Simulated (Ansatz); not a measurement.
How the smallest direct gap on the k points sampled of SnSiO4 (model structure, started from the ZrSiO4 type, I4₁/amd, No. 141, 12 atoms in the cell) moves with the method

No measured value is used here.

```json
[
 {"level (code)": "LDA (Ansatz)", "value (eV)": "[?]"},
 {"level (code)": "PBE (Ansatz)", "value (eV)": "2.35"},
 {"level (code)": "PBEsol (Ansatz)", "value (eV)": "2.27"},
 {"level (code)": "r²SCAN (Ansatz)", "value (eV)": "3.06"},
 {"level (code)": "HSE06 (Ansatz)", "value (eV)": "4.15"}
]
```

Problem. Fill in the missing entries.

Solution. 
- LDA (Ansatz, a quantum-chemistry and plane-wave program), value (eV): 2.23

Computed values are for a static lattice. Spin–orbit coupling is included only where a level's name says +SOC; with heavier elements it mostly lowers gaps and can invert bands.  Values are at the PBEsol cell. Cutoffs and k meshes differ between the levels. Ansatz's density-functional and Hartree–Fock values are scalar-relativistic unless marked +SOC, with PAW data made under PBE.

A model structure was made by putting elements into a prototype or built by hand; it is no filed structure, need not be a known phase, and can be a saddle point held by its symmetry.
